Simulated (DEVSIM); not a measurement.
Structure: CdS/CdTe n-p heterojunction, at 400 K.

```
layer (left to right)  material  thickness (μm)  Nd (cm⁻³)  Na (cm⁻³)  τn (s)  τp (s)
---------------------  --------  --------------  ---------  ---------  ------  ------
1                           CdS           0.580     1.1e16          -    2e-9    2e-9
2                          CdTe           0.270          -     1.8e17    2e-9    2e-9
```

Left contact: ohmic. Right contact: ohmic. Voltage is applied to the left contact. Recombination: SRH at mid-gap, Auger. Mobility is constant in doping.

This is a model device: material constants are rounded textbook-type values typed into the input, and sizes, dopings and lifetimes were drawn at random. Values at 300 K; Nc and Nv go as T^1.5, mobilities as T to minus their exponent, the gap by Varshni's rule with the affinity fixed.

```tsv
parameter	CdS	CdTe
gap (eV)	2.4	1.5
affinity (eV)	4.3	4.28
permittivity	9	10.2
Nc (cm⁻³)	2.2e18	8e17
Nv (cm⁻³)	1.8e19	1.8e19
μn (cm²/Vs)	300	1000
μp (cm²/Vs)	25	80
T exponent of μn	1.5	1.7
T exponent of μp	1.5	1.5
Cn (cm⁶/s)	1e-30	1e-30
Cp (cm⁶/s)	1e-30	1e-30
Varshni α (eV/K)	0.00039	0.00031
Varshni β (K)	103	108
```

Simulated with DEVSIM: 1D drift-diffusion, Boltzmann statistics, complete ionisation; no tunnelling, impact ionisation, image-force lowering or self-heating. Band offsets follow the typed affinities; no thermionic-emission limit at abrupt steps, no polarisation charge.

The doping Nd of layer 1 was swept, all else fixed.

```
doping Nd of layer 1 (cm^-3)  largest field in the device at zero bias (V/cm)  dark forward voltage at 100 A/cm² (V)  potential step across the device at zero bias (V)  dark forward voltage at 1 A/cm² (V)
----------------------------  -----------------------------------------------  -------------------------------------  -------------------------------------------------  -----------------------------------
3.3e14                                                                  18000                                  1.538                                              0.959                                0.899
1.1e15                                                                  23000                                  1.193                                              1.000                                0.891
3.3e15                                                                  36000                                  1.100                                              1.038                                0.887
1.1e16                                                                  65000                                  1.063                                              1.080                                0.885
3.3e16                                                                    [?]                                    [?]                                              1.117                                0.884
1.1e17                                                                 180000                                  1.044                                              1.159                                0.882
3.3e17                                                                 240000                                  1.042                                              1.197                                0.880
```

Question: Fill in the missing entries.

Answer: 
- 3.3e16, largest field in the device at zero bias (V/cm): 110000
- 3.3e16, dark forward voltage at 100 A/cm² (V): 1.050
